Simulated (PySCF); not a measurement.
PySCF 2.14.0, HF/def2-svp, df: Ga(OMe)(SiH3)2 (C[O][Ga]([SiH3])[SiH3]), 14 atoms. The geometry is a generated start, not checked to be a minimum at this level.

```yaml
task: energy
method: hf
basis: def2-svp
two_electron_scheme: density fitting
mol.max_memory: 3000 MB
mf.max_cycle: 100
mf.init_guess: minao (default)
mf.DIIS: CDIIS (default)
mf.diis_space: 8 (default)
mf.conv_tol: 1e-09 (default)
basis_functions: 141
```

```xyz
14

Ga    -0.1342     0.0504     0.6516
O      0.2676    -0.1578    -1.0454
C      0.5334    -0.2402    -2.4233
H      0.3946     0.7345    -2.8994
H      1.5636    -0.5686    -2.5894
H     -0.1436    -0.9597    -2.8918
Si    -1.8124     1.8309     0.7365
H     -1.3315     3.0434     0.0391
H     -2.2057     2.2652     2.0941
H     -3.0623     1.4216     0.0582
Si     1.2437    -1.5710     1.8615
H      1.8265    -1.0351     3.1127
H      2.3769    -2.0352     1.0374
H      0.4834    -2.7785     2.2580
```

One run each on 2 threads, 1 BLAS thread. Values of level_shift (Hartree) tried: 0 (default), 0.1, 0.3, 1.

Predict the course of the Fock builds along this series.

Fewest Fock builds, within one of each other: 0 (default) with 12, 0.1 with 13. The count rises to 26 at 1. All converge to one solution.

```json
[
 {"level_shift (Hartree)": "0 (default)", "Fock builds": "12", "end": "same solution"},
 {"level_shift (Hartree)": "0.1", "Fock builds": "13", "end": "same solution"},
 {"level_shift (Hartree)": "0.3", "Fock builds": "15", "end": "same solution"},
 {"level_shift (Hartree)": "1", "Fock builds": "26", "end": "same solution"}
]
```
